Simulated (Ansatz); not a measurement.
Sr in the fcc (Cu type) structure, quasi-harmonic lattice dynamics with Ansatz (a first-principles code), PBEsol functional, plane-wave PAW. The run noted for some of its cells that some bands missed the eigensolver's tolerance.

```json
[
 {"T (K)": "100", "α_L (10⁻⁶/K)": "25.6", "C_P (J/mol/K)": "23.2", "bulk modulus B_T (GPa)": "12.0", "γ": "1.25"},
 {"T (K)": "300", "α_L (10⁻⁶/K)": "30.4", "C_P (J/mol/K)": "26.5", "bulk modulus B_T (GPa)": "11.3", "γ": "1.28"},
 {"T (K)": "450", "α_L (10⁻⁶/K)": "31.5", "C_P (J/mol/K)": "27.5", "bulk modulus B_T (GPa)": "10.8", "γ": "1.26"},
 {"T (K)": "550", "α_L (10⁻⁶/K)": "32.1", "C_P (J/mol/K)": "28.1", "bulk modulus B_T (GPa)": "10.5", "γ": "1.24"},
 {"T (K)": "600", "α_L (10⁻⁶/K)": "32.4", "C_P (J/mol/K)": "28.5", "bulk modulus B_T (GPa)": "…", "γ": "1.23"},
 {"T (K)": "650", "α_L (10⁻⁶/K)": "32.7", "C_P (J/mol/K)": "28.8", "bulk modulus B_T (GPa)": "10.1", "γ": "1.22"},
 {"T (K)": "700", "α_L (10⁻⁶/K)": "33.0", "C_P (J/mol/K)": "29.1", "bulk modulus B_T (GPa)": "10.0", "γ": "1.22"},
 {"T (K)": "750", "α_L (10⁻⁶/K)": "33.3", "C_P (J/mol/K)": "…", "bulk modulus B_T (GPa)": "9.8", "γ": "1.21"}
]
```

### Question
What belongs in the gaps?

### Answer

- 600, bulk modulus B_T (GPa): 10.3
- 750, C_P (J/mol/K): 29.5

Whether this phase is the stable one at each condition was not tested.
